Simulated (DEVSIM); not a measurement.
**Si p+/n-/n+ power diode**

System: Si p+/n-/n+ power diode, at 300 K.

| layer (left to right) | material | thickness (μm) | Nd (cm⁻³) | Na (cm⁻³) | τn (s) | τp (s) |
|---|---|---|---|---|---|---|
| 1 | Si | 0.900 | - | 2e18 | 7.3e-5 | 7.3e-5 |
| 2 | Si | 4.10 | 4.4e15 | - | 7.3e-5 | 7.3e-5 |
| 3 | Si | 3.70 | 1.5e18 | - | 7.3e-5 | 7.3e-5 |

Left contact: ohmic. Right contact: ohmic. Voltage is applied to the left contact. Recombination: SRH at mid-gap. Gap narrowing is on: ΔEg = 6.92 meV × (l + √(l² + 0.5)), l = ln(N/1.3e17 cm⁻³), shared equally by both band edges. Mobility is μmin + (μ − μmin)/(1 + (N/Nref)^α).

This is a model device: material constants are rounded textbook-type values typed into the input, and sizes, dopings and lifetimes were drawn at random. Values at 300 K.

```tsv
parameter	Si
gap (eV)	1.124
affinity (eV)	4.05
permittivity	11.7
Nc (cm⁻³)	2.86e19
Nv (cm⁻³)	3.1e19
μn (cm²/Vs)	1417
μp (cm²/Vs)	470
μn,min	52
μp,min	45
Nref,n	9.7e16
Nref,p	2.2e17
αn	0.68
αp	0.72
```

Simulated with DEVSIM: 1D drift-diffusion, Boltzmann statistics, complete ionisation; no tunnelling, impact ionisation, image-force lowering or self-heating.

```yaml
potential_step_across_the_device_at_zero_bias: 0.940 V
Dark forward voltage at 1 A/cm²: 0.687 V
Dark forward voltage at 100 A/cm²: 0.809 V
```

Dark reverse current:

```
V (V)   J (A/cm²)
------  ---------
-2.00    -6.4e-10
-5.00     -1.1e-9
-10.00    -1.7e-9
-15.00    -2.2e-9
-20.00    -2.6e-9
-30.00    -3.2e-9
-40.00    -3.8e-9
```

Small-signal capacitance in reverse bias (quasi-static):

```tsv
V (V)	C (nF/cm²)
-2	11.5
-5	7.96
-10	5.82
-15	4.81
-20	4.19
-30	3.44
-40	2.99
```
